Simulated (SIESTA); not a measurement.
# Effort and miss along a sweep of kgrid.MonkhorstPack: Zn (P6_3/mmc, 4 atoms in the cell)

```yaml
crystal:
  lattice:
    - [2.73208, 0.00000, 0.00000]
    - [-1.36604, 2.36605, 0.00000]
    - [0.00000, 0.00000, 8.79049]
  atoms:
    - { symbol: Zn, position: [0.00000, 0.00000, 0.00000] }
    - { symbol: Zn, position: [0.00000, 0.00000, 0.50000] }
    - { symbol: Zn, position: [0.33333, 0.66667, 0.25000] }
    - { symbol: Zn, position: [0.66667, 0.33333, 0.75000] }
```

Method: GGA PBE, numerical atomic orbitals TZP, PseudoDojo PBE standard norm-conserving potentials (rewritten from UPF to PSML) run with SIESTA.

Base settings: XC.functional = GGA; XC.authors = PBE; potentials = PseudoDojo PBE standard; PAO.BasisSize = TZP; PAO.EnergyShift = 0.005 Ry; MeshCutoff = 300 Ry; kgrid.MonkhorstPack = 11 11 3; OccupationFunction = FD; ElectronicTemperature = 1160.45 K; MaxSCFIterations = 150.

Misses are taken against the tightest run, 34 34 9, which need not be fully converged itself. The energy is the free energy per atom.

Core times come from one kind of shared machine and are given to one figure; runs under 30 s give none.

The starting cell was generated: these elements placed on a structure prototype, without a prior relaxation; it need not be a known phase or ordering of this composition. Its lattice was rescaled by a random factor within 2.5 % of one. Values carry the incompleteness of an atom-centred basis.

```
kgrid.MonkhorstPack  energy less reference (meV/atom)  pressure less reference (GPa)  core time / reference (rough)
-------------------  --------------------------------  -----------------------------  -----------------------------
1 1 1                                        -7014.39                         -62.36                              –
3 3 1                                          596.50                           3.51                              –
4 4 2                                          -84.51                          -0.33                              –
5 5 2                                          -40.50                          -0.91                              –
6 6 2                                           52.44                           0.43                              –
8 8 2                                          -16.44                          -0.11                              –
9 9 3                                            4.47                          -0.11                              –
11 11 3                                        -12.83                          -0.10                           0.05
13 13 4                                          5.96                           0.06                           0.09
15 15 4                                         -1.97                          -0.17                            0.1
18 18 5                                         -0.86                          -0.10                            0.2
22 22 6                                          0.32                          -0.02                            0.3
27 27 8                                         -0.09                           0.01                            0.6
34 34 9                                          0.00                           0.00                              1
```

Coarsest setting among those run that, with all tighter ones, holds the energy within 1 meV/atom of the reference: 18 18 5, off by 0.86 meV/atom; it needs about 0.2 of the reference's time.

Coarsest setting among those run that, with all tighter ones, holds the energy within 0.5 meV/atom of the reference: 22 22 6, off by 0.32 meV/atom; it needs about 0.3 of the reference's time.

The step from 11 11 3 to 15 15 4: it takes the miss in the energy from 13 to 2.0 meV/atom, for roughly 2 times the time.
